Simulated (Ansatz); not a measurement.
Seebeck coefficient (μV/K, mean over directions) of p-type CaF2 (Pmc2_1) against carrier density, PBEsol, rigid bands run with Ansatz (an electronic-structure program). Computed gap 6.32 eV; densities at which minority carriers matter at this gap, or further valleys turn the trend, are left out. Conductivity mass 4.4 mₑ (harmonic mean over directions), N_v = 2.6e20 cm⁻³ at 300 K.

```json
[
 {"hole density": "1e16 cm⁻³", "300 K": "1089", "500 K": "1158"},
 {"hole density": "1e17 cm⁻³", "300 K": "891", "500 K": "959"},
 {"hole density": "1e18 cm⁻³", "300 K": "692", "500 K": "761"},
 {"hole density": "3e18 cm⁻³", "300 K": "598", "500 K": "666"},
 {"hole density": "1e19 cm⁻³", "300 K": "___", "500 K": "563"},
 {"hole density": "3e19 cm⁻³", "300 K": "___", "500 K": "468"},
 {"hole density": "1e20 cm⁻³", "300 K": "299", "500 K": "___"},
 {"hole density": "3e20 cm⁻³", "300 K": "210", "500 K": "274"},
 {"hole density": "1e21 cm⁻³", "300 K": "124", "500 K": "180"}
]
```

Q: Some entries are withheld; supply them.

A: 
- 1e19 cm⁻³, 300 K: 494
- 3e19 cm⁻³, 300 K: 400
- 1e20 cm⁻³, 500 K: 365

Rigid bands with a gap fixed in temperature, one relaxation time for all states, no polarons or phonon drag, and whether or not such doping can be reached. Spin-orbit coupling is left out; where it splits the top of the valence band, N_v and the p-type Seebeck coefficient come out somewhat high without it.

Computed structure with no diffraction record at hand here (it may be known, metastable or hypothetical): CaF2 (Pmc2_1).
